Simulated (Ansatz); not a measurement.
Results of PBEsol (Ansatz, a program for electronic structure, PAW) for AlP (model structure, P6₂22, No. 180, 6 atoms in the cell).

Run with plane-wave cutoff 520 eV, 18×18×8 k mesh (along the axes of the cell as run), Fermi–Dirac smearing 0.05 eV, scalar-relativistic PAW data made under PBE.

The cell is the one relaxed with PBEsol. Conventional cell: a = 3.8213 Å, b = 3.8213 Å, c = 8.6327 Å, α = 90.00°, β = 90.00°, γ = 120.00°.

```yaml
crystal:
  lattice:
    - [3.82126, 0.00000, 0.00000]
    - [-1.91063, 3.30931, 0.00000]
    - [0.00000, 0.00000, 8.63271]
  atoms:
    - { symbol: Al, position: [0.49999, 0.00000, 0.66667] }
    - { symbol: Al, position: [0.00000, 0.49999, 0.33333] }
    - { symbol: Al, position: [0.50001, 0.50001, 0.00000] }
    - { symbol: P, position: [0.49998, 0.00000, 0.16667] }
    - { symbol: P, position: [0.00000, 0.49998, 0.83333] }
    - { symbol: P, position: [0.50002, 0.50002, 0.50000] }
```

Task: List the 15 lowest band energies at Γ above −25 eV (eV, relative to the valence band maximum), grouping those that round alike.

Result: At Γ: -12.59, -11.00 (×2), -4.95 (×2), -2.31, -1.15 (×2), -0.37 (×2), -0.04, 0.00, 2.04 (×2), 2.18.

Note: the relaxation could raise the start's symmetry but not lower it, so the cell can be a saddle point.

A model structure was made by putting elements into a prototype or built by hand; it is no filed structure, need not be a known phase, and can be a saddle point held by its symmetry.
